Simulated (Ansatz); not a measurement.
Defect migration in rock-salt MgO strained by -1.5 % along x and y, z held: O vacancy, charge state +2. The step: one O atom jumps into the vacancy from a nearby O site; the atom moves 2.85 Å along (0.00, 0.48, 0.48) of the unit cell; the moving atom starts with neighbours Mg at 2.06, Mg at 2.09, 2 Mg at 2.10, Mg at 2.14, Mg at 2.18 Å and ends with Mg at 2.06, Mg at 2.09, 2 Mg at 2.10, Mg at 2.14, Mg at 2.18 Å. DFT values are from Ansatz (plane-wave PAW, 420 eV unless said) in a cell of 64 host sites, spin-restricted, static, with no finite-size correction. The charge state is imposed; whether it is stable for some Fermi level was not computed. Forms of the defect that were not tried may lie lower. For the PBE band: the saddle point's order was not checked, and it lies on a symmetry element of the cell, where a band can be held.

| Level | Forward barrier (eV) | Cost of the band or of the saddle's single point |
|---|---|---|
| CHGNet universal potential (has no charge state), its own band | 2.13 | - |
| PBE, a 2×2×2 k-point mesh shifted by half a step, band relaxed | 2.26 | very roughly 40 core-minutes |

Ansatz is a program for electronic structure.
